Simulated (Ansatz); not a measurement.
Cubic perovskite CsCdF3 was calculated with PBEsol+SOC (Ansatz, a quantum-chemistry and plane-wave program, plane waves, PAW).

Run with plane-wave cutoff 520 eV, 8×8×8 k mesh, Fermi–Dirac smearing 0.01 eV, PAW data made under PBE.

The cell is scaled about its equilibrium volume:

```
V (Å³/atom)  P (GPa)  direct gap at Γ (eV)  smallest gap on the k mesh (eV)
-----------  -------  --------------------  -------------------------------
16.693          4.52                 4.712                            3.329
17.048          2.82                 4.582                            3.292
17.404          1.33                 4.456                            3.256
17.759          0.00                 4.334                            3.219
18.114         -1.18                 4.216                            3.182
18.469         -2.22                 4.102                            3.145
18.824         -3.15                 3.991                            3.108
```

The fundamental gap (3.22 eV at the equilibrium volume, with added k points) lies elsewhere than Γ–Γ.

Note: the relaxation could not lower the start's symmetry, so the cell can be a saddle point above a distorted one.
